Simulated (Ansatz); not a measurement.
**HfSiO4 under a change: biaxial strain −2.26 %, plane normal [001], relaxed out of plane**

Start from HfSiO4 (space group I4_1/amd, No. 141; a = 6.5821 Å, c = 5.9661 Å). Axes: x, y, z lie along a, b, c of the conventional cell.

It is then changed as follows: compressive biaxial strain of 2.26 % in the plane normal to [001], as in epitaxy on a mismatched substrate; the out-of-plane cell vector and the atoms relax.

Method: PBEsol (Ansatz, a first-principles code, PAW, no spin-orbit coupling). k-mesh 6×6×6 (Γ-centred); smearing 0.05 eV (Fermi–Dirac).

The volume per atom shrinks by 0.32 Å³, from 10.77 Å³ to 10.45 Å³ and the space group remains I4_1/amd (No. 141). The shortest interatomic distance falls by 0.008 Å to 1.622 Å and the energy increases by 15 meV/atom. The pressure (mean of the normal stresses, compression positive) goes from zero to 6.75 GPa and the band gap grows by 0.115 eV (5.38 eV → 5.50 eV) (an upper bound: an edge found on the path is not a true extremum; the base alone). The out-of-plane strain is +1.57 % and the ratio −ε⊥/ε∥ amounts to 0.69. The mean in-plane stress (compression positive) is +10.1 GPa.

Spin-orbit coupling, missing from the scalar runs, can matter with Hf. Whether these cells are dynamically stable was not tested.
